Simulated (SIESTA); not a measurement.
A self-consistent single point of TiNbB4 (P6/mmm, 6 atoms in the cell) with SIESTA

Computed with SIESTA 5.4.2 with GGA PBEsol, numerical atomic orbitals DZP, PseudoDojo PBEsol standard norm-conserving potentials (rewritten from UPF to PSML).

Input as run:

```
# files in the folder: Ti.psml Nb.psml B.psml (PseudoDojo PBEsol standard)
SystemName  TiNbB4
SystemLabel TiNbB4

NumberOfAtoms                6
NumberOfSpecies              3
%block ChemicalSpeciesLabel
  1 22 Ti
  2 41 Nb
  3 5 B
%endblock ChemicalSpeciesLabel
LatticeConstant              3.087030 Ang
%block LatticeVectors
     1.000000000    0.000000000    0.000000000
    -0.500000000    0.866025273    0.000000000
     0.000000000    0.000000000    2.137792636
%endblock LatticeVectors
AtomicCoordinatesFormat      Fractional
%block AtomicCoordinatesAndAtomicSpecies
     0.000000000    0.000000000    0.500000000  1
     0.000000000    0.000000000    0.000000000  2
     0.333333000    0.666667000    0.740770000  3
     0.666667000    0.333333000    0.259230000  3
     0.666667000    0.333333000    0.740770000  3
     0.333333000    0.666667000    0.259230000  3
%endblock AtomicCoordinatesAndAtomicSpecies

XC.functional                GGA
XC.authors                   PBEsol
PAO.BasisSize                DZP
PAO.EnergyShift              0.005 Ry
MeshCutoff                   400 Ry
%block kgrid.MonkhorstPack
   10   0   0  0.0
    0  10   0  0.0
    0   0   4  0.0
%endblock kgrid.MonkhorstPack
OccupationFunction           FD
ElectronicTemperature        1160.45 K

MaxSCFIterations             150
SCF.Mixer.Method             Pulay
SCF.Mixer.Weight             0.25
SCF.Mixer.History            6
SCF.DM.Tolerance             1.0E-04
Diag.ParallelOverK           true
WriteForces                  true
```

The program printed (abridged):

```
reinit: Reading from file input.fdf

reinit: System Name: TiNbB4
reinit: System Label: TiNbB4

coor:   Atomic-coordinates input format  =     Fractional

siesta: Atomic coordinates (Bohr) and species
siesta:      0.00000   0.00000   6.23556  1        1
siesta:      0.00000   0.00000   0.00000  2        2
siesta:     -0.00000   3.36806   9.23823  3        3
siesta:      2.91682   1.68403   3.23289  3        4
siesta:      2.91682   1.68403   9.23823  3        5
siesta:     -0.00000   3.36806   3.23289  3        6

siesta: System type = bulk

initatomlists: Number of atoms, orbitals, and projectors:      6    90    68

siesta: ******************** Simulation parameters ****************************
redata: Spin configuration                          = none
redata: Time-Reversal Symmetry                      = T
redata: Number of Atomic Species                    =        3
redata: Mesh Cutoff                                 =   400.0000 Ry
redata: Net charge of the system                    =     0.0000 |e|
redata: Min. number of SCF Iter                     =        0
redata: Max. number of SCF Iter                     =      150
redata: SCF convergence failure will abort job
redata: SCF mix quantity                            = Hamiltonian
redata: Mix DM or H after convergence               =   F
redata: Recompute H after scf cycle                 =   F
redata: Mix DM in first SCF step                    =   T
redata: No kicks to SCF
redata: DM Mixing Weight for Kicks                  =     0.5000
redata: Require Harris convergence for SCF          =   F
redata: Harris energy tolerance for SCF             =     0.000100 eV
redata: Require DM convergence for SCF              =   T
redata: DM tolerance for SCF                        =     0.000100
redata: Require EDM convergence for SCF             =   F
redata: EDM tolerance for SCF                       =     0.001000 eV
redata: Require H convergence for SCF               =   T
redata: Hamiltonian tolerance for SCF               =     0.001000 eV
redata: Require (free) Energy convergence for SCF   =   F
redata: (free) Energy tolerance for SCF             =     0.000100 eV
redata: Using DFT-D3 dispersion                     =   F
redata: Using Saved Data (generic)                  =   F
redata: Method of Calculation                       = Diagonalization
redata: Electronic Temperature                      =  1160.4500 K
redata: Number of TDED substeps                     =        3
redata: Dynamics option                             = Single-point calculation
redata: Save all siesta data in one NC              =   F
redata: ***********************************************************************

%block SCF.Mixers
  Pulay
%endblock SCF.Mixers

%block SCF.Mixer.Pulay
  # Mixing method
  method pulay
  variant stable

  # Mixing options
  weight 0.2500
  weight.linear 0.2500
  history 6
%endblock SCF.Mixer.Pulay

DM_history_depth set to one: no extrapolation allowed by default for geometry relaxation
Size of DM history Fstack: 1
Total number of electrons:    37.000000
Total ionic charge:    37.000000

* ProcessorY, Blocksize:    1  64

* Orbital distribution balance (max,min):    90    90

k-point displ. along   1 input, could be:     0.00    0.50
k-point displ. along   2 input, could be:     0.00    0.50
k-point displ. along   3 input, could be:     0.00    0.50
 Kpoints in:          240 . Kpoints trimmed:          227

siesta: k-grid: Number of k-points = 227
siesta: k-points from Monkhorst-Pack grid
siesta: k-cutoff (effective) =    13.199 Ang
siesta: k-point supercell and displacements
siesta: k-grid:    10     0     0      0.000
siesta: k-grid:     0    10     0      0.000
siesta: k-grid:     0     0     4      0.000

diag: Algorithm                                     = D&C
diag: Parallel over k                               =   F
diag: Use parallel 2D distribution                  =   F
diag: Parallel block-size                           = 64
diag: Parallel distribution                         =     1 x     1
diag: Used triangular part                          = Lower
diag: Absolute tolerance                            =  0.100E-15
diag: Orthogonalization factor                      =  0.100E-05
diag: Memory factor                                 =  1.0000

superc: Internal auxiliary supercell:     9 x     9 x     5  =     405
superc: Number of atoms, orbitals, and projectors:   2430  36450  27540

                        Single-point calculation

superc: Internal auxiliary supercell:     9 x     9 x     5  =     405
superc: Number of atoms, orbitals, and projectors:   2430  36450  27540

outcell: Unit cell vectors (Ang):
        3.087030    0.000000    0.000000
       -1.543515    2.673446    0.000000
        0.000000    0.000000    6.599430

outcell: Cell vector modules (Ang)   :    3.087030    3.087030    6.599430
outcell: Cell angles (23,13,12) (deg):     90.0000     90.0000    120.0000
outcell: Cell volume (Ang**3)        :     54.4651
new_DM -- step:     1
Initializing Density Matrix...

Attempting to read DM from file... Failed...
DM filled with atomic data:

InitMesh: MESH = 36 x 36 x 80 = 103680
InitMesh: Mesh cutoff (required, used) =   400.000   406.134 Ry

stepf: Fermi-Dirac step function

        iscf     Eharris(eV)        E_KS(eV)     FreeEng(eV)     dDmax    Ef(eV) dHmax(eV)
   scf:    1    -3535.139199    -3613.269396    -3613.328940  1.448964 -5.381190 21.564481
   scf:    2    -3599.994843    -3622.133240    -3622.196847  0.556537 -6.116754 16.926842
   scf:    3    -3625.459821    -3630.605592    -3630.659392  0.341833 -6.121144  5.505023
   scf:    4    -3631.166136    -3631.534637    -3631.588938  0.090745 -6.259921  1.216466
   scf:    5    -3631.420124    -3631.569949    -3631.623573  0.073660 -6.290493  0.929645
   scf:    6    -3631.571776    -3631.604838    -3631.658919  0.018695 -6.300262  0.394158
   scf:    7    -3631.609521    -3631.610100    -3631.664028  0.007722 -6.313297  0.077136
   scf:    8    -3631.608985    -3631.609790    -3631.663676  0.002379 -6.310572  0.144441
   scf:    9    -3631.610223    -3631.610379    -3631.664321  0.002146 -6.309109  0.018441
   scf:   10    -3631.610407    -3631.610399    -3631.664334  0.000232 -6.308571  0.000180
   scf:   11    -3631.610399    -3631.610399    -3631.664334  0.000020 -6.308575  0.000128

SCF Convergence by DM+H criterion
max |DM_out - DM_in|         :     0.0000195460
max |H_out - H_in|      (eV) :     0.0001278691
SCF cycle converged after 11 iterations

Using DM_out to compute the final energy and forces

siesta: E_KS(eV) =            -3631.6104

siesta: E_KS - E_eggbox =     -3631.6104

siesta: Atomic forces (eV/Ang):
     1    0.000000   -0.000000   -0.000000
     2    0.000000    0.000000    0.000000
     3    0.000040   -0.000024    0.151047
     4   -0.000040    0.000024   -0.151047
     5   -0.000040    0.000024    0.151047
     6    0.000040   -0.000024   -0.151047
   Tot   -0.000000   -0.000000   -0.000000
   Max    0.151047
   Res    0.071204    sqrt( Sum f_i^2 / 3N )
   Max    0.151047    constrained

Stress tensor Voigt[x,y,z,yz,xz,xy] (kbar):       69.98       69.98      130.90       -0.00        0.00        0.01
(Free)E + p*V (eV/cell)    -3634.7336
Target enthalpy (eV/cell)    -3631.6643

siesta: Program's energy decomposition (eV):
siesta: Ebs     =      -972.360714
siesta: Eions   =      5913.567514
siesta: Ena     =      1389.410963
siesta: Ekin    =      1352.548334
siesta: Enl     =       231.325038
siesta: Eso     =         0.000000
siesta: Edftu   =         0.000000
siesta: DEna    =        32.048128
siesta: DUscf   =         2.492461
siesta: DUext   =         0.000000
siesta: Ex      =      -663.628944
siesta: Ec      =       -62.238864
siesta: Exc     =      -725.867809
siesta: Eharris =     -3631.610399
siesta: Etot    =     -3631.610399
siesta: FreeEng =     -3631.664334

siesta: Atomic forces (eV/Ang):
siesta:      1    0.000000   -0.000000   -0.000000
siesta:      2    0.000000    0.000000    0.000000
siesta:      3    0.000040   -0.000024    0.151047
siesta:      4   -0.000040    0.000024   -0.151047
siesta:      5   -0.000040    0.000024    0.151047
siesta:      6    0.000040   -0.000024   -0.151047
siesta: ----------------------------------------
siesta:    Tot   -0.000000   -0.000000   -0.000000

siesta: Stress tensor (static) (eV/Ang**3):
siesta:     0.043675    0.000005    0.000000
siesta:     0.000005    0.043681   -0.000000
siesta:     0.000000   -0.000000    0.081701

siesta: Cell volume =         54.465149 Ang**3

siesta: Pressure (static):
siesta:                Solid            Molecule  Units
siesta:          -0.00061376         -0.00067774  Ry/Bohr**3
siesta:          -0.05635239         -0.06222682  eV/Ang**3
siesta:         -90.28648309        -99.69836352  kBar
```

The run converged in 11 iterations.

The starting cell comes from a database of computed structures (which also holds hypothetical and non-ambient phases and stackings), without a prior relaxation at this level. Its lattice was rescaled by a random factor within 2.5 % of one. Spin polarisation is off. Values carry the incompleteness of an atom-centred basis. With a pressure of about -9 GPa the cell is away from its equilibrium volume at this level.

Cost on one core of a shared machine: roughly 3 min.
